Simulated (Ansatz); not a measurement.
A computed series for SnO2: pressure series

Take SnO$_{2}$ in the rutile structure (space group P4_2/mnm, No. 136; a = 4.760 Å, c = 3.201 Å) as the base.

Cell and atoms are relaxed at each pressure.

Computed with r2SCAN, PAW, 500 eV (Ansatz, a first-principles code; no SOC).

Candidates:
(a) pressure 18 GPa
(b) pressure 30 GPa
(c) pressure −2 GPa
(d) pressure −1 GPa

For the base:

- Band gap = 1.77 eV

Task: Order them by band gap, lowest first.

Result: (c) pressure −2 GPa (1.66 eV), (d) pressure −1 GPa (1.71 eV), (a) pressure 18 GPa (2.63 eV), (b) pressure 30 GPa (3.12 eV)

Load acts through the strain it causes; cell and atoms are relaxed under it. Stability against distortions was not tested. Competing high-pressure phases were not computed.
